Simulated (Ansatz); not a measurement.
Base system: Al$_{2}$Cu (space group I4/mcm, No. 140; a = 6.0596 Å, c = 4.8745 Å).

(Cell as relaxed with PBE.)

Levels (all Ansatz, a quantum-chemistry and plane-wave program, PAW): PBE (420 eV, no spin-orbit coupling); r2SCAN (500 eV, no SOC).

Each level relaxes its own structure.

```json
[
 {"quantity": "volume per atom", "PBE": "14.92 Å³", "r2SCAN": "[?]"},
 {"quantity": "lattice parameter a", "PBE": "6.060 Å", "r2SCAN": "[?]"},
 {"quantity": "lattice parameter c", "PBE": "4.875 Å", "r2SCAN": "[?]"},
 {"quantity": "band gap", "PBE": "zero", "r2SCAN": "[?]"}
]
```

Problem. What does r2SCAN give?

Solution. 
- volume per atom, r2SCAN: 14.40 Å³
- lattice parameter a, r2SCAN: 6.006 Å
- lattice parameter c, r2SCAN: 4.790 Å
- band gap, r2SCAN: zero

PBE's volume per atom lies 0.52 Å³ above r2SCAN's (3.6 %); PBE's lattice parameter a lies 0.054 Å above r2SCAN's (0.9 %); PBE's lattice parameter c lies 0.085 Å above r2SCAN's (1.8 %); the two agree on the band gap. Neither level is exact; r2SCAN is the comparison here, not a measurement.

Whether these cells are dynamically stable was not tested. All final runs are without spin polarisation.
